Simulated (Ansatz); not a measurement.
# NH3 on the 1x1 (110) surface of zinc-blende GaAs (cut with top plane As + Ga), one in a 2x1 cell, started at the site 'top As'

Host crystal: zinc-blende GaAs, with a band gap (PBE, scalar-relativistic without spin-orbit coupling).

Calculation: PBE (plane waves to 420 eV, PAW; Ansatz, an electronic-structure program).

Set-up: 24 atoms, 8.6 Å thick at the start under the adsorbate (thin: gaps and levels are the slab's own); mesh 3x4x1; 0.01 eV smearing; dipole correction on; 8 atoms held, the rest relaxed; no symmetry held; no spin, no spin-orbit, no U, no dispersion correction. At the end no host atom lies within bonding distance. In PBE this state lies 0.89 eV over the lowest of the starts that converged ('bridge As-Ga (span 5.0 Å)').

The adsorption energy against NH3(g) is -4.8 kJ/mol, the change of the step from the bottom to the top vacuum level, against the clean slab is -0.29 eV and the energy released by relaxation is 0.87 eV. The height of the binding atom over the mean of the host atoms within 0.3 Å of the top one is 3.745 Å and the nearest host atoms of the binding atom is As at 3.86 Å, Ga at 4.76 Å, Ga at 5.02 Å. The largest move of a host atom is 0.01 Å and the note is in the relaxation the adsorbate left its starting site by 0.9 Å. The cost is very roughly 60 core-minutes.

A negative adsorption energy means that the adsorbate is more stable on the surface than in its reference.
